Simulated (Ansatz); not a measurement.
The starting structures come from a database of crystals and need not be the phases stable at ambient conditions.

The decay constant κ of evanescent states in the gap governs leakage through a thin film.

Data:

```yaml
crystal:
  lattice:
    - [3.83653, 0.00000, 0.00000]
    - [0.00000, 11.94672, 0.00000]
    - [0.00000, 0.00000, 3.84623]
  atoms:
    - { symbol: Bi, position: [0.50000, 0.85797, 0.45787] }
    - { symbol: Bi, position: [0.50000, 0.14203, 0.54213] }
    - { symbol: Bi, position: [0.00000, 0.64203, 0.95787] }
    - { symbol: Bi, position: [0.00000, 0.35797, 0.04213] }
    - { symbol: S, position: [0.00000, 0.00000, 0.00000] }
    - { symbol: S, position: [0.50000, 0.50000, 0.50000] }
    - { symbol: O, position: [0.00000, 0.74974, 0.46953] }
    - { symbol: O, position: [0.00000, 0.25026, 0.53047] }
    - { symbol: O, position: [0.50000, 0.75026, 0.96953] }
    - { symbol: O, position: [0.50000, 0.24974, 0.03047] }
```

Space group of this cell: Pnnm. The cell was relaxed by PBE-D3(BJ).

Transport runs along the normal of the first two printed cell vectors.

The gap is the functional's own, uncorrected, and κ follows it; spin-orbit coupling is left out. Mid-gap values are interpolated between the computed energies.

Task: Estimate the band gap and the smallest decay constant κ at mid-gap that r2SCAN (Ansatz, a quantum-chemistry and plane-wave program) returns for this system.

Result: Gap 1.17 eV on a 8×4×8 mesh; κ = 0.141 1/Å, at the zone centre.
